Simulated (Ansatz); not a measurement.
WC under a change: biaxial strain +3.71 %, plane normal [001], relaxed out of plane

The parent structure is WC (space group P-6m2, No. 187; a = 2.923 Å, c = 2.846 Å; relaxed with 0.1 eV smearing). Axes: x lies along a and z along c of the hexagonal cell.

Modification: biaxial strain +3.71 %, plane normal [001], relaxed out of plane (Cartesian); in-plane vectors clamped, the third vector and the atoms free.

The values are results of PBE (Ansatz, a first-principles code), spin-orbit coupling left out, earlier PAW set, not measurements. k-mesh 23×23×20 (Γ-centred); smearing 0.1 eV (Fermi–Dirac).

```csv
quantity,base,changed,shift
space group,P-6m2 (No. 187),P-6m2 (No. 187),–
shortest interatomic distance,2.207 Å,2.245 Å,+0.0372 Å
"pressure (mean of the normal stresses, compression positive)",0.0 GPa,-18.1 GPa,-18.1 GPa
band gap,zero,zero,–
out-of-plane strain,–,-1.23 %,–
ratio −ε⊥/ε∥,–,0.33,–
mean in-plane stress (compression positive),–,-27.2 GPa,–
```

Final structure (turned so that z lies along the plane normal):

```
WC
1.0
    3.03100     0.00000     0.00000
    1.51550     2.62492     0.00000
    0.00000     0.00000     2.81144
W C
1 1
Cartesian
  0.00000   0.00000   0.00000
  3.03100   1.74995   1.40572
```

No phonon test of stability was made. The final runs are not spin-polarised.
